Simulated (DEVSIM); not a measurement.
Device: illuminated Si n-on-p cell, one wavelength, with a back-surface field, at 300 K.

Layer 1 from the left is Si, thickness (μm) 0.150, Nd (cm⁻³) 6.1e17, τn (s) 3.2e-5, τp (s) 3.5e-6, absorption coefficient (cm⁻¹) 32000. Layer 2 from the left is Si, thickness (μm) 22.0, Na (cm⁻³) 1.8e15, τn (s) 0.00027, τp (s) 0.00027, absorption coefficient (cm⁻¹) 32000. Layer 3 from the left is Si, thickness (μm) 0.310, Na (cm⁻³) 5e18, τn (s) 0.00027, τp (s) 0.00027, absorption coefficient (cm⁻¹) 32000.

Left contact: ohmic, minority hole recombination velocity 1e5 cm/s. Right contact: ohmic, minority electron recombination velocity 40000 cm/s. Voltage is applied to the left contact. Recombination: SRH at mid-gap, radiative, Auger. Light enters at the left, 1.9e17 photons cm⁻² s⁻¹, one pass, no reflection. Mobility is μmin + (μ − μmin)/(1 + (N/Nref)^α).

Constants are typed, rounded textbook-type inputs, not results; the design itself was drawn at random and stands for no fabricated device. Values at 300 K.

Si: gap (eV) 1.124, affinity (eV) 4.05, permittivity 11.7, Nc (cm⁻³) 2.86e19, Nv (cm⁻³) 3.1e19, μn (cm²/Vs) 1417, μp (cm²/Vs) 470, μn,min 52, μp,min 45, Nref,n 9.7e16, Nref,p 2.2e17, αn 0.68, αp 0.72, B (cm³/s) 4.7e-15, Cn (cm⁶/s) 2.8e-31, Cp (cm⁶/s) 9.9e-32.

Simulated with DEVSIM: 1D drift-diffusion, Boltzmann statistics, complete ionisation; no tunnelling, impact ionisation, image-force lowering or self-heating.

Dark forward current:

| |V| (V) | |J| (A/cm²) |
|---|---|
| 0.05 | 5.489e-11 |
| 0.10 | 2.613e-10 |
| 0.15 | 1.261e-9 |
| 0.20 | 7.013e-9 |
| 0.25 | 4.353e-8 |
| 0.30 | 2.869e-7 |
| 0.35 | 1.944e-6 |
| 0.40 | 1.333e-5 |
| 0.45 | 9.183e-5 |
| 0.50 | 0.0006336 |
| 0.55 | 0.004358 |
| 0.60 | 0.02954 |
| 0.65 | 0.1948 |
| 0.70 | 1.219 |
| 0.75 | 6.885 |
| 0.80 | 33.52 |
| 0.85 | 140.3 |
| 0.90 | 522.1 |
| 0.95 | 1738 |
| 1.00 | 4916 |

Q: Work out the local ideality factor n = ΔV / (kT/q · ln(J2/J1)) between the rows 0.15 and 0.20 V, 0.45 and 0.50 V, 0.95 and 1.00 V.

A: kT/q = 25.85 mV. From 0.15 to 0.20 V: ln(7.013e-9/1.261e-9) = 1.716, n = 1.13. From 0.45 to 0.50 V: ln(0.0006336/9.183e-5) = 1.931, n = 1.00, near the 1 of diffusion or emission over a barrier. From 0.95 to 1.00 V: ln(4916/1738) = 1.040, n = 1.86.

Q: What current could the absorbed light give at most, and what share is collected?

A: Σ αd = 71.9, so qΦ(1 − exp(−Σ αd)) = 30.4 mA/cm². The simulated short-circuit current is 28.96 mA/cm², a share of 0.95.

Q: Estimate the open-circuit voltage by superposition: the voltage at which the dark current equals that short-circuit current.

A: Interpolating ln J in the table gives 0.599 V. The simulation gives 0.599 V, the same within the digits that matter. Superposition holds where collection doesn't change with voltage.

Q: Estimate the fill factor from FF0 = (v − ln(v + 0.72))/(v + 1), v = qVoc/(nkT), with n from the dark curve.

A: The rows about Voc, 0.55 and 0.60 V, give n = 1.01, so v = 22.9 and FF0 = 0.826. The simulation gives 0.826, the same within the digits that matter.
